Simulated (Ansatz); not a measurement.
Take KMgF$_{3}$ in the cubic perovskite structure (space group Pm-3m, No. 221; a = 3.991 Å) as the base. Axes: x, y, z lie along the cube axes.

Calculations: Ansatz (a quantum-chemistry and plane-wave program) PBEsol, no SOC.

Base values:

| Item | Result |
|---|---|
| Smallest direct gap | 7.44 eV |
| Pressure | 0.01 GPa |
| Shortest interatomic distance | 1.996 Å |
| Band gap | 7.12 eV |

The change: uniaxial strain ε_zz = −1.20 %, all other strain components held at zero, atoms relaxed at fixed cell.

Task: What happens to the smallest direct gap, pressure, shortest interatomic distance, energy relative to the base and band gap?

Result: The smallest direct gap rises by 0.09 eV to 7.53 eV; the pressure (mean of the normal stresses, compression positive) rises by 0.91 GPa, from 0.01 GPa to 0.92 GPa; the shortest interatomic distance drops by 0.024 Å, from 1.996 Å to 1.972 Å; the energy rises by 0.9 meV/atom; the band gap grows by 0.086 eV, from 7.12 eV to 7.20 eV.

Whether these cells are dynamically stable was not tested.
